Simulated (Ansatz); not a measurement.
Start from CaO in the NiAs type structure (space group P6_3/mmc, No. 194; a model cell, its experimental status unchecked).

```
CaO
1.0
    3.30064     0.00000     0.00000
   -1.65032     2.85844     0.00000
    0.00000     0.00000     5.78785
Ca O
2 2
Direct
  0.00000   0.00000   0.00000
  0.00000   0.00000   0.50000
  0.33333   0.66667   0.25000
  0.66667   0.33333   0.75000
```

Cartesian axes are those of the cell as printed.

Calculations: PBEsol/PAW in Ansatz (a first-principles code), no spin-orbit coupling.

Now apply this change: the cell is scaled by 0.9921 in all directions; the atoms relax in the strained cell.

Q: Predict the stress tensor and what it implies for the stiffness.

A: Stress of the strained cell less that of the base (GPa, compression positive):
```
   2.70    0.00    0.00
   0.00    2.70    0.00
   0.00    0.00    2.94
```

Then B = −ΔP/(ΔV/V₀) with ΔV/V₀ = -0.0235 gives secant stiffness values (nonlinear terms included at this strain): B (at held cell shape, above the free-shape value) ≈ 118 GPa.

Stability against distortions was not tested. This is not the structure that CaO has at room temperature and ambient pressure.
